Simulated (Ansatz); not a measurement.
## Pd, response to strain

Consider Pd in the fcc (Cu type) structure (space group Fm-3m, No. 225; relaxed with 0.1 eV smearing).

```
Pd
1.0
    0.00000     1.92070     1.92070
    1.92070     0.00000     1.92070
    1.92070     1.92070     0.00000
Pd
1
Direct
  0.00000   0.00000   0.00000
```

Cartesian axes are those of the cell as printed.

Strains are applied to the cell and any free atomic positions relax.

Level of theory: LDA (Ansatz, an electronic-structure program, PAW, scalar-relativistic without spin-orbit coupling).

Notes on the quantities. energy relative to the base: free energy F; pressure: mean of the normal stresses, compression positive.

```
case                         shortest interatomic distance  energy relative to the base  pressure
---------------------------  -----------------------------  ---------------------------  --------
base                                               2.716 Å                   0 meV/atom   0.0 GPa
tensor shear ε_xy = +1.43 %                        2.677 Å                +3.4 meV/atom   0.2 GPa
tensor shear ε_xy = +0.86 %                        2.693 Å                +1.2 meV/atom   0.1 GPa
tensor shear ε_xy = +0.29 %                        2.708 Å                +0.1 meV/atom   0.0 GPa
tensor shear ε_xy = +1.71 %                        2.670 Å                +4.8 meV/atom   0.3 GPa
tensor shear ε_xy = +0.57 %                        2.701 Å                +0.5 meV/atom   0.0 GPa
tensor shear ε_xy = +1.14 %                        2.685 Å                +2.1 meV/atom   0.1 GPa
tensor shear ε_xy = +2.00 %                        2.662 Å                +6.6 meV/atom   0.4 GPa
```

Stability against distortions was not tested. All final runs are without spin polarisation.
